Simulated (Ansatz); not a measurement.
## Effect of pressure 1.5 GPa on MoSi2

Take MoSi$_{2}$ (space group P6_222, No. 180; a = 4.5743 Å, c = 6.5665 Å; a cell from a computed database, its experimental status unchecked) as the base.

Now apply this change: a hydrostatic pressure of 1.5 GPa.

Calculations: PBEsol in Ansatz (plane waves to 420 eV, PAW, no spin-orbit coupling). k-mesh 8×8×5 (Γ-centred); smearing 0.05 eV (Fermi–Dirac).

```csv
quantity,base,changed,shift
volume per atom,13.22 Å³,13.13 Å³,-0.09 Å³
lattice parameter a,4.574 Å,4.564 Å,-0.0108 Å
c/a ratio,1.436,1.436,+0.0006
shortest interatomic distance,2.546 Å,2.541 Å,-0.005 Å
band gap,zero,zero,–
```

Final structure:

```xyz
9
Lattice="4.5636 0.0000 0.0000 -2.2818 3.9522 0.0000 0.0000 0.0000 6.5538" Properties=species:S:1:pos:R:3 pbc="T T T"
Si    -1.1580     3.3033     5.4615
Si     1.1238     0.6488     1.0923
Si     0.0000     1.2976     3.2769
Si     3.4398     0.6488     5.4615
Si     1.1580     3.3033     1.0923
Si     2.2818     2.6545     3.2769
Mo     2.2818     0.0000     3.2769
Mo     1.1409     1.9761     5.4615
Mo    -1.1409     1.9761     1.0923
```

Load acts through the strain it causes; cell and atoms are relaxed under it. No phonon test of stability was made. All final runs are without spin polarisation. Gaps under 0.05 eV, about the width of the smearing, are given as zero. A zero or small gap of MoSi2 can be the functional's error rather than a property of the material.

Ansatz is a program for electronic structure.
